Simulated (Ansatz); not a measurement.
Bond-angle distributions (per cent of the angles at each element, bins of 10°) of a relaxed model of amorphous Hf$_{18}$O$_{39}$Sc$_{2}$ at 8.11 g/cm³. The numbers are results of PBE, scalar-relativistic without spin-orbit coupling (plane waves to 420 eV, PAW; Ansatz, a program for electronic structure), not measurements.

Preparation: random packing, a CHGNet melt and quench, and a DFT relaxation. O atoms were pushed apart under 1.9 Å during the dynamics, to hinder bonds among them. The hot cell started wider than the set density and was brought back towards it in steps. It is the lowest in DFT energy of 2 quenches. It is a model cell: composition and starting density were chosen by hand, and all elements were melted together. No dispersion term was used. Its density started from a set value of 8.55 and ended at 8.11 g/cm³. Cooling (nominally 300 K/ps over its main leg) ran many orders faster than in experiment, which tends to leave more defects and strain. A cell of this size samples the disorder only roughly. The volume was free in the relaxation, at fixed shape. Stress components on the final sampling reach 2.2 GPa.

Neighbours within Hf-Hf 3.34 Å, Hf-O 2.54 Å, Hf-Sc 3.38 Å, O-O 1.58 Å, O-Sc 2.60 Å, Sc-Sc 3.41 Å count as bonded. Two cations that share two anions don't count as bonded, nor two that share one unless they lie closer than Hf-Hf 3.25 Å, Hf-Sc 3.28 Å, Sc-Sc 3.32 Å.

```
angle (°)  at Hf  at O  at Sc
---------  -----  ----  -----
50-60          0     0      0
60-70          3     0     10
70-80         22     0     20
80-90         17     1     10
90-100        15    17     20
100-110        9    31      7
110-120        7    17      3
120-130        5    11     13
130-140        6    11      3
140-150        4    12      0
150-160        6     2      7
160-170        4     0      7
170-180        1     0      0
```

They go with these counts of neighbours within the cut-offs, cation contacts included: Hf mean 5.9, most often 6; O mean 3.1, most often 3; Sc mean 6.0, most often 6.
